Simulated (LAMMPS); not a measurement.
Consider a slab of Ta (bcc) cut on the (-110) plane, one half shifted rigidly along [111] and [11-2] of the cubic cell, atoms relaxed along the normal alone (0 K).

Level of theory: machine-learned potential (static), pair style snap, file Ta06A.snap (LAMMPS).

Problem. Give γ (mJ/m²) against shift along [111], in periods of 2.872 Å as the simulation yields it.

Solution. 
| shift along [111], in periods of 2.872 Å | γ (mJ/m²) |
|---|---|
| 0.000 | 0.000 |
| 0.08333 | 91.5 |
| 0.1667 | 321 |
| 0.2500 | 609 |
| 0.3333 | 881 |
| 0.4167 | 1070 |
| 0.5000 | 1140 |
| 0.5833 | 1070 |
| 0.6667 | 881 |
| 0.7500 | 609 |
| 0.8333 | 321 |
| 0.9167 | 91.5 |
| 1.000 | 0.000 |
